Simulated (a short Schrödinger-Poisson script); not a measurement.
Structure: MOS inversion layer, SiO2 on p-type GaN, at 300 K.

| layer | material | thickness (nm) | Na (cm⁻³) |
|---|---|---|---|
| 1 | SiO2 | 1.9 | - |
| 2 | GaN | 700 | 8.1e17 |

Constants are typed, rounded textbook-type inputs, not results; the design itself was drawn at random and stands for no fabricated device. SiO2: permittivity 3.9, conduction-band edge (eV) 3.2, gap (eV) 9, electron mass (mₑ) 0.5. GaN: permittivity 9.5, conduction-band edge (eV) 0, gap (eV) 3.43, Nv at 300 K (cm⁻³) 4.6e19.

Channel valleys (confinement mass, in-plane density-of-states mass, number): Γ 0.2, 0.2, 1. At the gate the conduction-band edge of layer 1 lies 3.43 eV − eVg above the Fermi level of the channel; the field vanishes at the back. Gaps are held at their typed values at every temperature. Mesh 0.03 nm at interfaces.

From a short Schrödinger-Poisson script (our own, NumPy): 1D Poisson equation in equilibrium, electrons quantum, Hartree (BenDaniel-Duke, 12 states a valley, the channel's in-plane mass for all, wave functions ending at the dielectric), parabolic valleys, classical holes, full ionisation, no traps, pinning or gate leakage.

The same stack at other levels of the model or other numerical settings:

```csv
run,sheet density of all electrons at Vg = 2.1 V (cm⁻²),sheet density of all electrons at Vg = 0.9 V (cm⁻²),capacitance at Vg = 2.1 V (μF/cm²),centroid of the channel electrons at Vg = 2.1 V (nm),rough cost against the base
base,8.72e12,3.36e10,1.31,1.64,about 1
"electrons treated as classical, Boltzmann",1.39e13,1.27e12,1.75,0.18,0.04
"electrons treated as classical, Fermi-Dirac",1.06e13,8.78e11,1.41,0.76,0.3
"electrons treated as quantum, Hartree plus LDA exchange-correlation",9.19e12,4.71e10,1.34,1.61,2
mesh six times as coarse,8.72e12,3.40e10,1.32,1.64,0.2
one subband a valley,8.72e12,3.36e10,1.31,1.64,0.6
```

The classical rows ignore confinement, and Boltzmann statistics overrate the density once the band edge passes the Fermi level.

In real p-type GaN the Mg acceptor is only partly ionised, and so wide a gap doesn't supply an inversion layer without source and drain.
